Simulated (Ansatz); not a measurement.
**Electron-phonon data for MoIr (Pmma)**

Input:

```yaml
crystal:
  lattice:
    - [4.41572, 0.00000, 0.00000]
    - [0.00000, 2.74393, 0.00000]
    - [0.00000, 0.00000, 4.79201]
  atoms:
    - { symbol: Mo, position: [0.25000, 0.00000, 0.82903] }
    - { symbol: Mo, position: [0.75000, 0.00000, 0.17097] }
    - { symbol: Ir, position: [0.25000, 0.50000, 0.32521] }
    - { symbol: Ir, position: [0.75000, 0.50000, 0.67479] }
```

The numbers are results of PBEsol, DFPT electron-phonon coupling, linearised Boltzmann equation (plane waves, PAW, scalar-relativistic; Ansatz, an electronic-structure program), not measurements. Cell: relaxed with this functional, without spin-orbit coupling.

The resistivity at 300 K is 9.6 (x), 10.0 (y), 10.5 (z) μΩ·cm. The electron mean free path at 300 K (weighted by the current that each state carries) is 7.8 (x), 7.3 (y), 8.6 (z) nm. The electron-phonon coupling λ is 0.47 and the transport coupling λ_tr comes out as 0.47 (x), 0.49 (y), 0.40 (z). The logarithmic mean phonon energy is 21 meV, the density of states at the Fermi level is 1.35 states/(eV·spin·cell) and the drude plasma energy is 7.2 (x), 7.2 (y), 6.5 (z) eV. The Tc for μ* = 0.10 (anisotropic Eliashberg) comes out as 2.4 K and the Tc for μ* = 0.13 (anisotropic Eliashberg) comes out as 1.43 K.

A metal at this level (no band gap). Only scattering by harmonic phonons is included (no impurities, grain boundaries, electron-electron scattering or thermal expansion). Spin-orbit coupling is left out, which matters with elements this heavy. For metals of groups 4 to 10, Tc at these values of μ* can lie well above the measured one. At a coupling this weak a few per cent in λ move Tc by tens of per cent. The self-energy correction of the phonons between q points moved λ by about 3 %. Halving the electron mesh (20x32x20) moves the resistivity by up to 4 % at 300 K, the mean free path by up to 4 %, the coupling by up to 1 %, Tc by up to 1 %. Smearing 0.20 eV; phonons on a 3x5x3 q mesh, which this run doesn't test and which matters most at low temperature. Tc comes from the anisotropic Migdal-Eliashberg equations with μ*, a chosen number, referred to 22 meV.

Formula and space group known from diffraction (Crystallography Open Database), not checked to be the room-temperature form: MoIr (Pmma).
